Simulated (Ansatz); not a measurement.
**Convergence study of the k-point mesh at a smearing width of 0.02 eV for Ta3Re (I4mm, 4 atoms in the cell)**

```xyz
4
Lattice="0.0000 3.2537 3.2537 3.2537 0.0000 3.2537 3.2537 3.2537 0.0000" Properties=species:S:1:pos:R:3 pbc="T T T"
Ta     1.6269     1.6269     1.6269
Ta     4.8806     4.8806     4.8806
Ta     3.2537     3.2537     3.3037
Re     0.0000     0.0000     0.0000
```

Method: PBEsol, default PAW files made with PBE (plane waves; Ansatz, a first-principles code).

Base settings: basis.ecutwfc = 420 eV; kpoints.mp_grid.grid = 9 9 9; hamiltonian.xc = pbesol; hamiltonian.pseudopotentials = {kind: paw} (the program's default PAW files); scf.occupations.method = fermi_dirac; scf.occupations.width = 0.1 eV.

In this ladder: scf.occupations.width = 0.02 eV.

Only quantities that move along the ladder and can be compared are tabulated.

The count of work is k-points × plane waves × bands × iterations; it is no time. 

The starting cell comes from a database of computed structures (which also holds hypothetical and non-ambient phases and stackings), without a prior relaxation at this level. Its lattice was rescaled by up to half a per cent. One atom was moved a little off its site on purpose. Spin polarisation is off. In the base run, with a pressure of about -8 GPa the cell is away from its equilibrium volume at this level. Ansatz's pressure includes its estimate of the finite-basis (Pulay) stress.

Steps (kpoints.mp_grid.grid): 3 3 3; 4 4 4; 5 5 5; 6 6 6; 7 7 7; 8 8 8; 10 10 10; 12 12 12; 14 14 14; 17 17 17; 21 21 21.

Question: What is the coarsest kpoints.mp_grid.grid that holds the free energy within 5 meV/atom of the last step, with all finer ones?

Answer: 7 7 7, at 0.055 of the last step's count of work; the step before is off by 8.1 meV/atom.

Question: What is the coarsest kpoints.mp_grid.grid that holds the forces within 0.02 eV/Å of the last step, with all finer ones?

Answer: 10 10 10, at 0.14 of the last step's count of work; the step before is off by 0.024 eV/Å.

Question: What is the coarsest kpoints.mp_grid.grid that holds the pressure within 0.1 GPa of the last step, with all finer ones?

Answer: 7 7 7, at 0.055 of the last step's count of work; the step before is off by 0.15 GPa.

```tsv
kpoints.mp_grid.grid	free energy less the last step's (meV/atom)	pressure (GPa)	largest difference of a force vector from the last step's (eV/Å)	count of work / last
3 3 3	40.52	-7.95	0.105	0.0083
4 4 4	6.53	-6.97	0.125	0.018
5 5 5	3.21	-8.13	0.081	0.025
6 6 6	-8.11	-8.51	0.045	0.041
7 7 7	-0.88	-8.44	0.029	0.055
8 8 8	0.14	-8.41	0.024	0.081
10 10 10	-1.38	-8.32	0.010	0.14
12 12 12	-0.15	-8.40	0.003	0.22
14 14 14	0.06	-8.38	0.007	0.34
17 17 17	0.07	-8.40	0.006	0.56
21 21 21	0.00	-8.37	0.000	1.0
```

Keys are those of Ansatz 0.2.
